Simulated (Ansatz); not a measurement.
## monolayer SnS: band-edge transport data

Given:

```
CELL_PARAMETERS angstrom
      4.12078     0.00000     0.00000
      0.00000     4.35871     0.00000
      0.00000     0.00000    18.86692
ATOMIC_POSITIONS crystal
  Sn 0.75000 0.89250 0.57498
  Sn 0.25000 0.39250 0.42502
  S  0.25000 0.48210 0.56075
  S  0.75000 0.98210 0.43925
```

All values below come from PBE, rigid bands (plane waves, PAW, scalar-relativistic; Ansatz, a quantum-chemistry and plane-wave program). Condition of this run: biaxial strain +1 %. How the cell was made: cell and atoms relaxed with PBE, then loaded as said.

```
Property                                                       Result
----------------------------------------------  ---------------------
band gap                                                      1.61 eV
electron conductivity mass (300 K, dilute)      0.24 (x), 0.22 (y) mₑ
hole conductivity mass (300 K, dilute)          0.36 (x), 0.27 (y) mₑ
effective density of states N_c (300 K)                   7.2e12 cm⁻²
effective density of states N_v (300 K)                   6.6e12 cm⁻²
Seebeck coefficient, n-type 1.9e12 cm⁻², 300 K              -305 μV/K
Seebeck coefficient, p-type 1.9e12 cm⁻², 300 K               280 μV/K
```

Rigid bands; masses and Seebeck coefficients take one relaxation time τ for all states and one kind of carrier; polarons and phonon drag are left out. Spin-orbit coupling is left out; where it splits the top of the valence band, N_v and the p-type Seebeck coefficient come out somewhat high without it.
